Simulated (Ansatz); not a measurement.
Worked example: self-consistent single point of MoRu (P-6m2, 2 atoms in the cell) in Ansatz (a quantum-chemistry and plane-wave program).

Level of theory: LDA (PW92), harder PAW files (source: ansatz) made with PBE (plane waves; Ansatz).

```
MoRu
1.0
    2.77741     0.00000     0.00000
   -1.38871     2.40531     0.00000
    0.00000     0.00000     4.46371
Mo Ru
1 1
Direct
  0.66667   0.33333   0.00000
  0.33333   0.66667   0.50000
```

Reference input (self-consistent single point, DFT, LDA (PW92), plane waves, harder PAW files (source: ansatz) made with PBE): basis.ecutwfc = 660 eV; kpoints.mp_grid.grid = 11 11 6; hamiltonian.xc = lda; hamiltonian.pseudopotentials = {kind: paw, source: ansatz}; scf.occupations.method = cold; scf.occupations.width = 0.1 eV. This run's input differs from it in these lines:

Ansatz 0.2 input:
```diff
@@ -10,3 +10,3 @@
 basis:
-  ecutwfc: 660.0 eV
+  ecutwfc: 265.0 eV
 kpoints:
```

Output (repeated stretches shortened):

```
SCF iter   1: F=—  HF=-10586.734463 eV  |F-HF|=—  |Δ(HF+E_count)|=         —  Δρ=2.72e-1  dr2=3.08e1  ethr=3.10e-3  ⟨swp⟩=3.8  Hψ=4666  notcnv=0
all-band conjugate gradients solve this SCF's bands
preconditioner: auto → none
SCF iter   2: F=—  HF=-10582.111874 eV  |F-HF|=—  |Δ(HF+E_count)|=    4.62e0  S|Δr|=    0.00e0  Δρ=1.85e-1  dr2=1.68e1  ethr=3.10e-3  ⟨swp⟩=2.0  Hψ=2939  notcnv=0  defer=5
   [... lines left out ...]
SCF iter   7: F=—  HF=-10579.105110 eV  |F-HF|=—  |Δ(HF+E_count)|=   1.51e-4  S|Δr|=    0.00e0  Δρ=3.08e-4  dr2=4.69e-5  ethr=5.95e-6  ⟨swp⟩=1.1  Hψ=1213  notcnv=0  defer=8
SCF iter   8: F=—  HF=-10579.105116 eV  |F-HF|=—  |Δ(HF+E_count)|=   5.88e-6  S|Δr|=    0.00e0  Δρ=2.38e-5  dr2=1.65e-7  ethr=1.56e-7  ⟨swp⟩=1.9  Hψ=1355  notcnv=0  defer=7
SCF iter   9: F=-10579.105116 eV  HF=-10579.105116 eV  |F-HF|=8.17e-9  |Δ(HF+E_count)|=   3.53e-8  S|Δr|=    0.00e0  Δρ=5.37e-6  dr2=9.60e-9  ethr=3.33e-10  ⟨swp⟩=5.1  Hψ=4524  notcnv=0
SCF 1 converged in 9 iterations: F = -10579.105116 eV  dr2 = 9.60e-9
Stability not checked (fill_not_monotonic)
Free energy (F): -10579.105116 eV
Internal energy: -10579.107337 eV  (E = F + TS)
E sigma→0 (E₀):  -10579.105856 eV
Entropy (-TS):   0.002221 eV (1.111 meV/atom)
Fermi energy:    21.422342 eV
--- Forces (eV/Å), atoms counted from 1 ---
  atom   1  Mo    -0.00000000    -0.00000000     0.00000000
  atom   2  Ru     0.00000000     0.00000000     0.00000000
--- Stress (GPa, compression-positive) ---
      -46.075387      -0.000000       0.000000
       -0.000000     -46.075387       0.000000
        0.000000       0.000000     -37.979091
  P = ⅓ Tr σ = -43.3766 GPa (-433.766 kbar)
  The stress holds the Pulay correction. Without it, at fixed plane waves, as pw.x and ABINIT print it: P = -422.8666 GPa
```

The run converged in 9 iterations. Against the reference run the free energy rises by 11.8 eV/atom and the pressure goes from -16.36 to -43.38 GPa.

The starting cell comes from a database of computed structures (which also holds hypothetical and non-ambient phases and stackings), without a prior relaxation at this level. Spin polarisation is off. Ansatz's pressure includes its estimate of the finite-basis (Pulay) stress. Without the estimate this run gives -422.87 GPa. The cutoff lies below the one recommended for these files.
